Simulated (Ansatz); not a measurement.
The starting structures come from a database of crystals and need not be the phases stable at ambient conditions.

By PBEsol, the system below comes out a metal.

Without scattering a metal conducts by its projected Fermi surface.

Given:

```xyz
2
Lattice="3.0846 0.0000 0.0000 0.0000 4.3623 0.0000 0.0000 2.1812 2.1812" Properties=species:S:1:pos:R:3 pbc="T T T"
Ti     1.5423     2.1812     0.0000
Os     0.0000     0.0000     0.0000
```

The cell is taken as given; by PBEsol it stands under a pressure of -5.7 GPa.

The current flows along the normal of the first two printed cell vectors, the (110) plane of the conventional cell. No spin-orbit coupling; the value is a mean over 0.1 eV about the Fermi level.

### Question
Compute, with PBEsol (Ansatz, a first-principles code), the ballistic conductance per area.

### Answer
0.39 × 10¹⁵ S/m² for both spins.
